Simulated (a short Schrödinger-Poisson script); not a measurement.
Structure: gated Al0.3Ga0.7As/GaAs δ-doped gas in a quantum well, at 77 K.

```tsv
layer	material	thickness (nm)	Na (cm⁻³)
1	Al0.3Ga0.7As	8	-
2	Al0.3Ga0.7As	40	-
3	GaAs	15	-
4	Al0.3Ga0.7As	4000	2e14
```

The device is made up for the run: typed textbook-type constants, with dimensions and the other settings drawn at random. Al0.3Ga0.7As: permittivity 12.05, conduction-band edge (eV) 0.237, gap (eV) 1.798, electron mass (mₑ) 0.0919, Nv at 300 K (cm⁻³) 9e18. GaAs: permittivity 12.9, conduction-band edge (eV) 0, gap (eV) 1.424, Nv at 300 K (cm⁻³) 9e18.

Channel valleys (confinement mass, in-plane density-of-states mass, number): Γ 0.067, 0.067, 1. At the gate the conduction-band edge of layer 1 lies 0.99 eV − eVg above the Fermi level of the channel; the field vanishes at the back. Sheet of ionised δ-doping: +4e12 e/cm² at 8 nm from the gate. The barrier under the gate holds no holes. Gaps are held at their typed values at every temperature. Mesh 0.08 nm at interfaces.

Solved with a short Schrödinger-Poisson script written for these runs: 1D Poisson equation in equilibrium, electrons quantum, Hartree (BenDaniel-Duke, 40 states a valley, the channel's in-plane mass for all, wave functions free to enter the barrier), parabolic valleys, classical holes, full ionisation, no traps, pinning or gate leakage.

The same stack at other levels of the model or other numerical settings:

| run | sheet density of all electrons at Vg = 0.5 V (cm⁻²) | capacitance at Vg = 0.5 V (μF/cm²) | centroid of the channel electrons at Vg = 0.5 V (nm) | gate voltage at 1e11 electrons/cm² (V) | rough cost against the base |
|---|---|---|---|---|---|
| base | 1.97e11 | 0.192 | 6.56 | 0.42 | about 1 |
| electrons treated as classical, Boltzmann | 2.27e11 | 0.209 | 3.47 | 0.40 | 0.03 |
| electrons treated as classical, Fermi-Dirac | 2.14e11 | 0.195 | 4.88 | 0.41 | 0.1 |
| electrons treated as quantum, Hartree plus LDA exchange-correlation | 2.06e11 | 0.195 | 6.50 | 0.41 | about 1 |
| mesh six times as coarse | 1.97e11 | 0.192 | 6.54 | 0.42 | 0.2 |
| one subband a valley | 1.97e11 | 0.192 | 6.56 | 0.42 | 0.2 |

The classical rows ignore confinement, and Boltzmann statistics overrate the density once the band edge passes the Fermi level.
